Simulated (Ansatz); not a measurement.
The starting structures come from a database of crystals and need not be the phases stable at ambient conditions.

 Where the default PAW files enter, the runs use the earlier of Ansatz's two default sets.

The decay constant κ of evanescent states in the gap governs leakage through a thin film.

Consider the following.

```xyz
2
Lattice="4.2828 0.0000 0.0000 0.0000 4.2828 0.0000 0.0000 0.0000 4.2828" Properties=species:S:1:pos:R:3 pbc="T T T"
Cs     0.0000     0.0000     0.0000
Au     2.1414     2.1414     2.1414
```

Space group of this cell: Pm-3m, CsCl type. The cell is taken as given.

Transport runs along the normal of the first two printed cell vectors, the (001) plane of the conventional cell.

The gap is the functional's own, uncorrected, and κ follows it; spin-orbit coupling is left out. Mid-gap values are interpolated between the computed energies.

**Question.** Give the band gap and the smallest decay constant κ at mid-gap that r2SCAN (Ansatz, a first-principles code) yields.

**Answer.** Gap 1.33 eV on a 8×8×8 mesh; κ = 0.138 1/Å, at the zone centre.
